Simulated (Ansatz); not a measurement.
## Pressure series in hypothetical rock salt BN

Base system: BN in the rock salt structure (space group Fm-3m, No. 225; a = 3.4827 Å; a hypothetical phase, not in the database extracts checked).

Cell and atoms are relaxed at each pressure.

The values are results of Ansatz (a quantum-chemistry and plane-wave program) PBEsol, no spin-orbit coupling, not measurements.

```
P (GPa)  V (Å³/atom)
-------  -----------
-2.00          5.307
-1.00          5.294
0.29           5.277
0.69           5.271
1.50           5.261
3.00           5.241
5.00           5.216
7.50           5.185
10.00          5.155
```

Q: Fit a third-order Birch–Murnaghan equation of state.

A: Least squares on P(V) = (3B₀/2)[(V₀/V)^(7/3) − (V₀/V)^(5/3)]·[1 + (3/4)(B₀′ − 4)((V₀/V)^(2/3) − 1)] gives V₀ = 5.28 Å³/atom, B₀ = 398 GPa and B₀′ = 3.9.

Load acts through the strain it causes; cell and atoms are relaxed under it. No phonon test of stability was made. No other phases were tried under pressure.
